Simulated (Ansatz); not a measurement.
Take Os in the fcc (Cu type) structure (space group Fm-3m, No. 225; a = 3.8205 Å) as the base.

One thing is altered: cell and atoms relaxed at a pressure of 3 GPa.

Levels (all Ansatz, a first-principles code, PAW): PBEsol (420 eV, without spin-orbit coupling); PBEsol+SOC (420 eV, spin-orbit coupling included).

The geometry is relaxed with PBEsol.

```
Property           Value
---------------  -------
PBEsol pressure  3.0 GPa
```

**Question.** What does PBEsol+SOC give at this geometry for the pressure?

**Answer.** The pressure increases by 0.4 GPa, from 3.0 GPa to 3.4 GPa.

Single points use the geometry relaxed with PBEsol. Differences between runs with and without spin-orbit coupling are approximate. Load acts through the strain it causes; cell and atoms are relaxed under it. Stability against distortions was not tested. The runs without spin-orbit coupling are not spin-polarised. This is not the structure that Os has at room temperature and ambient pressure.
